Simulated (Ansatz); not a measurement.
Levels about the gap of amorphous hafnium silicate (Hf₁₄O₃₅Si₄) (53 atoms in a cell of 708 Å³, 7.44 g/cm³; zone centre alone, so wide bands show as single levels with stretches between that a denser mesh fills), at the geometry that PBE relaxed, where it gives 1.5 GPa on a denser mesh. The participation number counts the atoms over which a state spreads; weights are charges in smoothed Voronoi cells. The levels come from a single point, so bond lengths are those of that geometry. Method of the levels: PBE, scalar-relativistic without spin-orbit coupling (Ansatz, a first-principles code). Sampling: the zone centre alone; Fermi-Dirac width 0.02 eV; no spin polarisation. The usual formal charges leave 2 electrons over, so the level spacing at the Fermi energy parts defect or band states and needn't be the band gap.

A CHGNet melt-quench gave the starting glass, which DFT then relaxed. O atoms were pushed apart under 1.9 Å during the dynamics, to hinder bonds among them. The hot cell started wider than the set density and was brought back towards it in steps. It is the lowest in DFT energy of 2 quenches. It is a model cell: composition and starting density were chosen by hand, and all elements were melted together. No dispersion term was used. Its density started from a set value of 7.44 and ended at 7.44 g/cm³. The simulated quench (nominally 450 K/ps over its main leg) is rapid and tends to freeze in more defects than a deposited or slowly cooled glass has. Values belong to this one cell and scatter from quench to quench. The volume was held where the preparation left it, at a PBE pressure of 1.5 GPa. Stress components on the final sampling reach 2.1 GPa. On a 2×2×2 Γ-centred mesh force components of up to 0.36 eV/Å stay, since the relaxation ran on the zone centre alone.

```csv
"E - E(highest filled), eV",filling,participation number,largest on,weight O,weight Hf,weight Si
-3.21,filled,14.8,"O, 2 neighbours",0.93,0.06,0.01
-3.17,filled,14.8,"O, 2 neighbours",0.94,0.05,0.01
-3.06,filled,10.8,"O, 2 neighbours",0.95,0.04,0.01
-2.85,filled,10.8,"O, 3 neighbours",0.95,0.04,0.01
-2.77,filled,8.4,"O, 3 neighbours",0.93,0.06,0.01
-2.68,filled,6.8,"O, 2 neighbours",0.94,0.05,0.01
0.00,filled,11.1,"Hf, 6 neighbours",0.43,0.56,0.01
1.22,empty,15.3,"Hf, 5 neighbours",0.38,0.62,0.00
1.42,empty,14.3,"Hf, 6 neighbours",0.42,0.57,0.01
1.62,empty,19.6,"Hf, 6 neighbours",0.39,0.59,0.02
1.71,empty,19.7,"Hf, 6 neighbours",0.39,0.60,0.01
1.79,empty,17.2,"Hf, 6 neighbours",0.37,0.62,0.01
1.98,empty,18.0,"Hf, 6 neighbours",0.35,0.64,0.01
2.03,empty,24.2,"Hf, 6 neighbours",0.41,0.58,0.02
```

Most localised among these is the filled level at -2.68 eV, on a O atom, which has 2 neighbours (Hf 1.91 Å, Hf 1.97 Å).
